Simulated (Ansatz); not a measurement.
Consider Cr2C (space group P-3m1, No. 164; not spin-polarised; a cell from a computed database, its experimental status unchecked; relaxed with 0.1 eV smearing).

```
Cr2C
1.0
    2.79750     0.00000     0.00000
   -1.39875     2.42271     0.00000
    0.00000     0.00000     4.21805
Cr C
2 1
Direct
  0.66667   0.33333   0.24704
  0.33333   0.66667   0.75296
  0.00000   0.00000   0.50000
```

Cartesian axes are those of the cell as printed.

The values are results of PBEsol in Ansatz (plane waves to 420 eV, PAW, scalar-relativistic without spin-orbit coupling), not measurements.

It is then changed as follows: a pure shear with ε_xy = ε_yx = -0.0306; the atoms relax in the strained cell.

Predict the stress tensor and what it implies for the stiffness.

Stress of the strained cell less that of the base (GPa, compression positive):
```
    0.7    12.0    -1.0
   12.0     1.1    -0.1
   -1.0    -0.1     0.3
```

Then −Δσ/γ with γ = 2ε = -0.0612 gives secant stiffness values (nonlinear terms included at this strain): C66 ≈ 197 GPa.

As a check, the harmonic strain energy −½ V₀ Δσ:ε is 22 meV/atom; the computed energy rise is 22 meV/atom.

Whether these cells are dynamically stable was not tested. All final runs are without spin polarisation.

Ansatz is a first-principles code.
